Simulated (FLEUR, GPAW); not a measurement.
A FLEUR input for a self-consistent single point of ZrScVNi3 (R3m, 6 atoms in the cell) (DFT, LDA (Vosko-Wilk-Nusair), all-electron FLAPW (FLEUR), scalar-relativistic valence):

Input of the input generator:

```
ZrScVNi3
&input film=f /
0.5185672922 0.2993949212 0.8009061397
-0.5185672922 0.2993949212 0.8009061397
-0.0000000000 -0.5987899760 0.8009060898
9.2561423705
1.0 1.0 1.0

6
40 0.9943800000 0.9943800000 0.9943800000 : 0.00
21 0.2535700000 0.2535700000 0.2535700000 : 0.00
23 0.6261100000 0.6261100000 0.6261100000 : 2.00
28 0.6248600000 0.1262000000 0.6248600000 : 2.00
28 0.6248600000 0.6248600000 0.1262000000 : 2.00
28 0.1262000000 0.6248600000 0.6248600000 : 2.00

&comp jspins=2 /
&exco xctyp='vwn' /
&kpt div1=4 div2=4 div3=4 gamma=t /
&end /
```

```xml
<?xml version="1.0" encoding="UTF-8" standalone="no"?>
<fleurInput fleurInputVersion="0.39">
   <comment>
      ZrScVNi3                                                                                            
   </comment>
   <calculationSetup>
      <cutoffs Kmax="3.8" Gmax="15.2" GmaxXC="15.2" numbands="0"/>
      <scfLoop itmax="100" minDistance="0.00001" maxIterBroyd="15" imix="Anderson" alpha="0.05" precondParam="0.0" spinf="2.0"/>
      <coreElectrons ctail="T" frcor="F" kcrel="0" coretail_lmax="0"/>
      <xcFunctional name="vwn" relativisticCorrections="F"/>
      <magnetism jspins="2"/>
      <soc l_soc="F" theta="0.0" phi="0.0" spav="F"/>
      <expertModes spex="0" secvar="F"/>
      <geometryOptimization l_f="T" forcealpha="1.0" forcemix="BFGS" epsdisp="0.00001" epsforce="0.00001"/>
      <ldaU l_linMix="F" mixParam="0.05" spinf="1.0"/>
   </calculationSetup>
   <cell>
      <bzIntegration valenceElectrons="84.0" mode="gauss" fermiSmearingEnergy="0.00183747">
         <kPointListSelection listName="default-1"/>
         <!-- k-points included here -->
         <xi:include xmlns:xi="http://www.w3.org/2001/XInclude" href="kpts.xml"> </xi:include>
      </bzIntegration>
      <!-- symmetry operations included here -->
      <xi:include xmlns:xi="http://www.w3.org/2001/XInclude" href="sym.xml"> </xi:include>
      <bulkLattice scale="1.0">
         <bravaisMatrix>
            <row-1>    4.7999326852878736     2.7712420156318283     7.4133012544707615</row-1>
            <row-2>   -4.7999326852878736     2.7712420156318283     7.4133012544707615</row-2>
            <row-3>    0.0000000000000000    -5.5424852678842775     7.4133007925892569</row-3>
         </bravaisMatrix>
      </bulkLattice>
   </cell>
   <atomSpecies>
      <species name="Zirconium (Zr)" element="Zr" atomicNumber="40">
         <mtSphere radius="2.68" gridPoints="925" logIncrement="0.014"/>
         <atomicCutoffs lmax="10" lnonsphr="8"/>
         <electronConfig flipSpins="F">
            <coreConfig>(1s1/2) (2s1/2) (2p1/2) (2p3/2) (3s1/2) (3p1/2) (3p3/2) (3d3/2) (3d5/2)</coreConfig>
            <valenceConfig>(4s1/2) (4p1/2) (4p3/2) (5s1/2) (4d3/2) (4d5/2)</valenceConfig>
            <stateOccupation state="(4d3/2)" spinUp="0.4" spinDown="0.4"/>
            <stateOccupation state="(4d5/2)" spinUp="0.6" spinDown="0.6"/>
         </electronConfig>
         <energyParameters s="5" p="5" d="4" f="4"/>
         <lo type="SCLO" l="0" n="4" eDeriv="0"/>
         <lo type="SCLO" l="1" n="4" eDeriv="0"/>
      </species>
      <species name="Scandium (Sc)" element="Sc" atomicNumber="21">
         <mtSphere radius="2.68" gridPoints="925" logIncrement="0.013"/>
         <atomicCutoffs lmax="10" lnonsphr="8"/>
         <electronConfig flipSpins="F">
            <coreConfig>(1s1/2) (2s1/2) (2p1/2) (2p3/2)</coreConfig>
            <valenceConfig>(3s1/2) (3p1/2) (3p3/2) (4s1/2) (3d3/2) (3d5/2)</valenceConfig>
            <stateOccupation state="(3d3/2)" spinUp="0.2" spinDown="0.2"/>
            <stateOccupation state="(3d5/2)" spinUp="0.3" spinDown="0.3"/>
         </electronConfig>
         <energyParameters s="4" p="4" d="3" f="4"/>
         <lo type="SCLO" l="0" n="3" eDeriv="0"/>
         <lo type="SCLO" l="1" n="3" eDeriv="0"/>
      </species>
      <species name="Vanadium (2.000" element="V" atomicNumber="23">
         <mtSphere radius="2.16" gridPoints="745" logIncrement="0.016"/>
         <atomicCutoffs lmax="8" lnonsphr="6"/>
         <electronConfig flipSpins="F">
            <coreConfig>(1s1/2) (2s1/2) (2p1/2) (2p3/2)</coreConfig>
            <valenceConfig>(3s1/2) (3p1/2) (3p3/2) (4s1/2) (3d3/2) (3d5/2)</valenceConfig>
            <stateOccupation state="(3d3/2)" spinUp="0.7" spinDown="0.5"/>
            <stateOccupation state="(3d5/2)" spinUp="1.8" spinDown="0.0"/>
         </electronConfig>
         <energyParameters s="4" p="4" d="3" f="4"/>
         <lo type="SCLO" l="0" n="3" eDeriv="0"/>
         <lo type="SCLO" l="1" n="3" eDeriv="0"/>
      </species>
      <species name="Nickel (Ni2.000" element="Ni" atomicNumber="28">
         <mtSphere radius="2.16" gridPoints="745" logIncrement="0.016"/>
         <atomicCutoffs lmax="8" lnonsphr="6"/>
         <electronConfig flipSpins="F">
            <coreConfig>(1s1/2) (2s1/2) (2p1/2) (2p3/2) (3s1/2)</coreConfig>
            <valenceConfig>(3p1/2) (3p3/2) (4s1/2) (3d3/2) (3d5/2)</valenceConfig>
            <stateOccupation state="(3d3/2)" spinUp="2.0" spinDown="1.2"/>
            <stateOccupation state="(3d5/2)" spinUp="3.0" spinDown="1.8"/>
         </electronConfig>
         <energyParameters s="4" p="4" d="3" f="4"/>
         <lo type="SCLO" l="1" n="3" eDeriv="0"/>
      </species>
   </atomSpecies>
   <atomGroups>
      <atomGroup species="Zirconium (Zr)">
         <relPos label="                   1">-.0056200000 -.0056200000 -.0056200000</relPos>
         <force calculate="T" relaxXYZ="TTT"/>
      </atomGroup>
      <atomGroup species="Scandium (Sc)">
         <relPos label="                   2">.2535700000 .2535700000 .2535700000</relPos>
         <force calculate="T" relaxXYZ="TTT"/>
      </atomGroup>
      <atomGroup species="Vanadium (2.000">
         <relPos label="                   3">-.3738900000 -.3738900000 -.3738900000</relPos>
         <force calculate="T" relaxXYZ="TTT"/>
      </atomGroup>
      <atomGroup species="Nickel (Ni2.000">
         <relPos label="                   4">-.3751400000 .1262000000 -.3751400000</relPos>
         <relPos label="                   5">-.3751400000 -.3751400000 .1262000000</relPos>
         <relPos label="                   6">.1262000000 -.3751400000 -.3751400000</relPos>
         <force calculate="T" relaxXYZ="TTT"/>
      </atomGroup>
   </atomGroups>
   <output dos="F" band="F" slice="F">
      <checks vchk="F" cdinf="F"/>
      <bandDOS minEnergy="-.5*Htr" maxEnergy="0.5*Htr" sigma="0.015" storeEVData="T"/>
      <vacuumDOS vacdos="F" integ="F" star="F" nstars="0" locx1="0.0" locy1="0.0" locx2="0.0" locy2="0.0" nstm="0" tworkf="0.0"/>
      <unfoldingBand unfoldBand="F" supercellX="1" supercellY="1" supercellZ="1"/>
      <plotting iplot="0" polar="F">
         <plot TwoD="T" vec1="  1.0  0.0  0.0" vec2="  0.0  1.0  0.0" vec3="  0.0  0.0  1.0" zero="  0.0  0.0  0.0" file="plot"/>
      </plotting>
      <chargeDensitySlicing numkpt="0" minEigenval="0.0" maxEigenval="0.0" nnne="0" pallst="F"/>
      <specialOutput eonly="F"/>
      <magneticCircularDichroism mcd="F" energyLo="-10.0" energyUp="0.0"/>
   </output>
  <!-- We include the file relax.xml here to enable relaxations (see documentation) -->
  <xi:include xmlns:xi="http://www.w3.org/2001/XInclude" href="relax.xml"> <xi:fallback/> </xi:include>
</fleurInput>
```

Q: Give the GPAW input for the same structure, mesh, smearing and functional.

A: One input that does it (others would too):

```python
from ase import Atoms
from ase.units import GPa
from gpaw import GPAW, PW

atoms = Atoms(['Zr', 'Sc', 'V', 'Ni', 'Ni', 'Ni'],
              cell=[[2.540015, 1.466478, 3.922950],
                    [-2.540015, 1.466478, 3.922950],
                    [0.000000, -2.932957, 3.922950]],
              scaled_positions=[[0.994380, 0.994380, 0.994380],
                                [0.253570, 0.253570, 0.253570],
                                [0.626110, 0.626110, 0.626110],
                                [0.624860, 0.126200, 0.624860],
                                [0.624860, 0.624860, 0.126200],
                                [0.126200, 0.624860, 0.624860]],
              pbc=True)

atoms.set_initial_magnetic_moments([0.0, 0.0, 2.0, 2.0, 2.0, 2.0])

calc = GPAW(spinpol=True,
            mode=PW(850),
            xc='LDA',
            kpts={'size': (4, 4, 4), 'gamma': True},
            occupations={'name': 'methfessel-paxton', 'width': 0.05, 'order': 0},
            nbands=-14,
            convergence={'forces': 0.001},
            symmetry={'symmorphic': False, 'tolerance': 0.0005},
            maxiter=150,
            txt='-')

atoms.calc = calc

energy = atoms.get_potential_energy()
print('Energy (eV):', round(energy, 6))
forces = atoms.get_forces()
print('Forces (eV/Ang):')
print(forces.round(5))
stress = atoms.get_stress()
print('Stress (GPa, Voigt):', (stress / GPa).round(4))
```

Basis, cutoffs, solver keys and any potentials are the target program's own. This input uses DFT LDA (Perdew-Wang 92), plane waves, GPAW PAW datasets LDA (gpaw-data 1.0.1). LDA parametrisations can differ slightly between programs.

The starting cell comes from a database of computed structures (which also holds hypothetical and non-ambient phases and stackings), without a prior relaxation at this level.
